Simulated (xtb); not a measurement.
xtb 6.7.1, GFN2-xTB: C(=C\c1c2ccccc2cc2ccccc12)/c1ccco1, 35 atoms. The geometry is a generated start, not checked to be a minimum at this level.

```yaml
run_flags: --grad
method: GFN2-xTB
"--acc": 1 (default)
"--etemp (K)": 300 (default)
basis_functions: 98
valence_electrons: 100
```

One run each on 1 thread. Values of broydamp tried: 0.02, 0.05, 0.1, 0.2, 0.4 (default), 0.6, 0.8, 1.

How does the count of SCC iterations change with broydamp, and where is it least?

Fewest SCC iterations, within one of each other: 0.2 with 12, 0.4 (default) with 12, 0.6 with 12, 0.8 with 13. The count rises to 18 at 0.02. All converge to one solution.

| broydamp | SCC iterations | end |
|---|---|---|
| 0.02 | 18 | same solution |
| 0.05 | 16 | same solution |
| 0.1 | 14 | same solution |
| 0.2 | 12 | same solution |
| 0.4 (default) | 12 | same solution |
| 0.6 | 12 | same solution |
| 0.8 | 13 | same solution |
| 1 | 14 | same solution |
